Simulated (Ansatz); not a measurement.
Ca2RuH6 (Fm-3m), PBEsol, rigid bands run with Ansatz (a first-principles code): N_v = 5.98e21 cm⁻³ at 300 K and a hole conductivity mass of 12.4 mₑ.

**Question.** For 1e17 holes per cm³ at 300 K, place the Fermi level, estimate the Seebeck coefficient of a parabolic band with constant τ, and give mobility and conductivity for τ = 20 fs.

**Answer.** The level lies k_BT ln(N_v/p) = 0.284 eV above the valence-band maximum. S ≈ +(k_B/e)[ln(N_v/p) + 5/2] = 1163 μV/K, against 1113 μV/K from the full bands (mean over directions). μ = eτ/m = 2.84 cm²/(V·s) and σ = peμ = 0.0455 S/cm. τ is assumed, not computed.

Band transport and this doping are assumed; polarons and phonon drag are left out. Spin-orbit coupling is left out; where it splits the top of the valence band, N_v and the p-type Seebeck coefficient come out somewhat high without it.

Computed structure with no diffraction record at hand here (it may be known, metastable or hypothetical): Ca2RuH6 (Fm-3m).
